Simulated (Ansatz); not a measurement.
# Effect of tensor shear ε_xz = −0.79 % on VN

The parent structure is VN in the rock salt structure (space group Fm-3m, No. 225; a = 4.075 Å; relaxed with 0.1 eV smearing). Axes: x, y, z lie along the cube axes.

It is then changed as follows: tensor shear ε_xz = −0.79 % (engineering shear γ = -0.0158); the atoms relax in the strained cell.

Calculations: PBEsol (Ansatz, a quantum-chemistry and plane-wave program), spin-orbit coupling left out, earlier PAW set. Settings: 24×24×24 k-points, 0.1 eV Fermi–Dirac smearing.

The volume per atom is still 8.46 Å³ and the space group becomes Immm (No. 71) (base: Fm-3m (No. 225)). The shortest interatomic distance stays 2.037 Å and the energy rises by 0.9 meV/atom. The pressure (mean of the normal stresses, compression positive) is still 0.0 GPa and the band gap stays zero. The stress (xx, yy, zz, yz, xz, xy; compression positive) comes out as (0.1, 0.0, 0.1, 0.0, 2.1, 0.0) GPa.

Final structure:

```yaml
crystal:
  lattice:
    - [-0.01610, 2.03739, 2.03739]
    - [2.02130, 0.00000, 2.02130]
    - [2.03739, 2.03739, -0.01610]
  atoms:
    - { symbol: N, position: [0.00000, 0.00000, 0.00000] }
    - { symbol: V, position: [0.50000, 0.50000, 0.50000] }
```

No phonon test of stability was made. Seeded moments were not kept for the base. The final runs are not spin-polarised.
